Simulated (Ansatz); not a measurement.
Surface dipole against coverage: K on fcc Pd (111)

One K atom in each cell of a four-layer slab of fcc Pd (111), started at a threefold hollow (fcc) site; the adatom and the upper two layers relax, with a dipole correction. Δφ is the change of the top face's work function against the clean slab's 5.24 eV. By the Helmholtz relation an adatom's dipole is μ = |Δφ|/(0.377 eV × n) in debye, for n adatoms per nm². In Topping's model neighbouring dipoles depolarise each other, so that 1/μ = (1 + 9α·n^(3/2))/μ0 is a line in x = n^(3/2). Computed with PBE (plane waves to 420 eV, PAW; Ansatz, a program for electronic structure). All cells sample the k points of the 1×1 cell's 12×12×1 mesh, with Fermi-Dirac smearing of 0.1 eV (energies taken to zero smearing), without spin polarisation or spin-orbit coupling.

```
cell  x (nm⁻³)  1/μ (1/D)  n (nm⁻²)  Δφ (eV)
----  --------  ---------  --------  -------
4×3       1.38      0.201      1.24    -2.32
3×3       2.12      0.217      1.65    -2.87
4×2       2.54      0.234      1.86    -2.99
3×2       3.88      0.264      2.47    -3.53
2×2       7.15          ?      3.71        ?
```

Q: Fit 1/μ against x with a straight line, and predict the withheld value at x = 7.15.

A: With u = x - 2.5, the rows have u = -1.1200, -0.3800, 0.0400, 1.3800. Means: u -0.020000, 1/μ 0.2290. About the means, the sum of products is 0.084420 and the sum of squares of u is 3.3032; the slope is their ratio. Least squares gives 1/μ = 0.2295 + 0.02556·u. Residuals (row less fit): 0.0001, -0.0028, 0.0035, -0.0008; standard error 0.0032 (degrees of freedom: 2). At x = 0 the line gives 1/μ0 = 0.166, so a lone adatom carries about 6.0 D, its positive end outward; slope over intercept is 9α, which puts α at roughly 17 Å³, a figure that hangs on Δφ's last digit. At the withheld row, u = 4.6500, so 1/μ = 0.2295 + 0.02556 × 4.6500 = 0.3484 1/D. The calculation gives 0.384 1/D, 0.0356 1/D above the prediction (19.5 % of the range of 1/μ in the table). The row lies outside the fitted rows, so this is an extrapolation.

The model takes a square or triangular net of point dipoles; the 4×2, 3×2 and 4×3 nets are stretched, and dense layers bond among themselves. Only series are tabulated where Δφ keeps its sign and exceeds 0.12 eV, and the fitted rows scatter about the line by under a tenth of the table's range (standard error).

As a change of work function, the prediction is 0.377 × 3.71/0.348 = 4.02 eV in size, against 3.64 eV from the run.

Each row is one calculation, so residuals can be the form's limits or numerical noise.
